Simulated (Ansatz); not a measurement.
The parent structure is ZnF₂ in the rutile structure (space group P4_2/mnm, No. 136; a = 4.7173 Å, c = 3.1285 Å).

Computed with DFT with PBEsol, PAW potentials and a 420 eV plane-wave cutoff in Ansatz (a program for electronic structure), without spin-orbit coupling.

Base values:

```
Property                              Result
---------------------  ---------------------
Band gap                             3.45 eV
Valence-band top at Γ  0.00, -0.30, -0.30 eV
```

Now apply this change: every lattice vector is shortened by 1.80 %; the atoms relax in the strained cell.

Question: What does the calculation give for the band gap, valence-band top at Γ, energy relative to the base and largest internal atomic displacement after the change?

Answer: The band gap increases by 0.05 eV to 3.50 eV; the valence-band top at Γ (three highest levels, from the VBM) goes from 0.00, -0.30, -0.30 eV to 0.00, -0.42, -0.42 eV; the energy grows by 13 meV/atom; the largest internal atomic displacement is 0.011 Å.

Stability against distortions was not tested.
